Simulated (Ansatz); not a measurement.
The starting structures come from a database of crystals and need not be the phases stable at ambient conditions.

 Where the default PAW files enter, the runs use the earlier of Ansatz's two default sets.

The decay constant κ of evanescent states in the gap governs leakage through a thin film.

Given:

```
RuSi2
1.0
    6.48151     0.00000     0.00000
    1.45375     6.31638     0.00000
    0.00000     0.00000     8.17718
Si Ru
16 8
Direct
  0.35038   0.90482   0.55612
  0.64962   0.09518   0.44388
  0.14962   0.59518   0.05612
  0.85038   0.40482   0.94388
  0.90482   0.35038   0.44388
  0.09518   0.64962   0.55612
  0.59518   0.14962   0.94388
  0.40482   0.85038   0.05612
  0.92392   0.82232   0.27516
  0.07608   0.17768   0.72484
  0.57608   0.67768   0.77516
  0.42392   0.32232   0.22484
  0.82232   0.92392   0.72484
  0.17768   0.07608   0.27516
  0.67768   0.57608   0.22484
  0.32232   0.42392   0.77516
  0.71500   0.71500   0.50000
  0.28500   0.28500   0.50000
  0.78500   0.78500   0.00000
  0.21500   0.21500   0.00000
  0.31133   0.68867   0.31729
  0.68867   0.31133   0.68271
  0.18867   0.81133   0.81729
  0.81133   0.18867   0.18271
```

Space group of this cell: Cmce. The cell is taken as given.

Transport runs along the normal of the first two printed cell vectors.

The gap is the functional's own, uncorrected, and κ follows it; spin-orbit coupling is left out. Mid-gap values are interpolated between the computed energies.

Problem. Estimate the band gap and the smallest decay constant κ at mid-gap that Ansatz (a program for electronic structure) with r2SCAN returns for this system.

Solution. Gap 0.78 eV on a 6×6×4 mesh; κ = 0.126 1/Å, at (0.500, 0.500) of the in-plane reciprocal vectors. At the zone centre, at the nearest computed energy, the slowest state has κ = 0.25 1/Å.
